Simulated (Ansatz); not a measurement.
End structure of the (0001) surface of rhombohedral As in its 1x1 cell, outermost plane spacing 1.29 Å in the ideal cut:

```xyz
8
Lattice="3.7826 0.0000 0.0000 -1.8913 3.2759 0.0000 0.0000 0.0000 27.5000" Properties=species:S:1:pos:R:3 pbc="T T T"
As     0.0000     2.1839     7.9836
As     0.0000     0.0000     9.2909
As     1.8913     1.0920    11.4142
As     0.0000     2.1839    12.7000
As     0.0000     0.0000    14.8000
As     1.8913     1.0920    16.0858
As     0.0000     2.1839    18.2091
As     0.0000     0.0000    19.5164
```

Model: 8-atom slab, 11.4 Å thick at the start, 11x11x1 mesh, Fermi-Dirac 0.1 eV, dipole correction, all atoms relaxed; symmetry of the start imposed; no spin, no spin-orbit, no U.

### Question
Estimate the work function of the top face that Ansatz (an electronic-structure program) with PBE with D3(BJ) dispersion returns for this input.

### Answer
4.41 eV

### Question
What surface energy (mean of both faces) does PBE with D3(BJ) dispersion give?

### Answer
0.43 J/m^2
